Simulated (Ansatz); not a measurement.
Start from GaN in the wurtzite structure (space group P6_3mc, No. 186; a = 3.183 Å, c = 5.184 Å).

Now apply this change: full substitution N → Sb, then cell and atoms are relaxed.

All numbers come from r2SCAN in Ansatz (plane waves to 500 eV, PAW, no SOC).

Base, band edges from the VBM (valence, conduction): K -2.80, 5.61; H -1.52, 7.03; M -1.03, 5.59; L -1.95, 4.90; A -0.55, 4.78; Γ 0.00, 2.35 eV.

**Question.** Give the band edges at the high-symmetry points of the new zone, measured from its valence-band maximum.

**Answer.** 
```csv
point,valence edge (eV),conduction edge (eV)
Γ,0.00,0.40
M,-1.30,1.02
K,-2.82,1.93
A,-0.78,1.09
L,-2.15,0.95
H,-1.83,1.65
```

The gap is 0.40 eV, direct at Γ.

With Sb present, leaving out spin-orbit coupling can change the band edges. No phonon test of stability was made. For GaSb in this form, whether it has been made was not checked. This is not the structure that GaSb has at room temperature and ambient pressure.

Ansatz is a first-principles code.
